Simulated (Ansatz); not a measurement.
**Pressure series in GaSb**

The reference is GaSb in the zinc blende structure (space group F-43m, No. 216; a = 6.111 Å).

Cell and atoms are relaxed at each pressure.

All numbers come from DFT with PBEsol, PAW potentials and a 420 eV plane-wave cutoff in Ansatz (an electronic-structure program), spin-orbit coupling left out.

### Question
Only one of these has no band gap. Which?
A) pressure 4.5 GPa
B) pressure 2.1 GPa
C) pressure −2 GPa
D) pressure 30 GPa

### Answer
C, pressure −2 GPa. Computed: pressure −2 GPa: zero; pressure 4.5 GPa: 0.51 eV; pressure 2.1 GPa: 0.27 eV; pressure 30 GPa: 0.22 eV

With Sb present, leaving out spin-orbit coupling can change the band edges. Load acts through the strain it causes; cell and atoms are relaxed under it. Whether these cells are dynamically stable was not tested. Tetrahedral semiconductors of this kind turn to denser phases somewhere between about 1 and 50 GPa; those were not computed, so compressed cells here can lie past the real transition. All final runs are without spin polarisation. A zero or small gap of GaSb can be the functional's error rather than a property of the material.
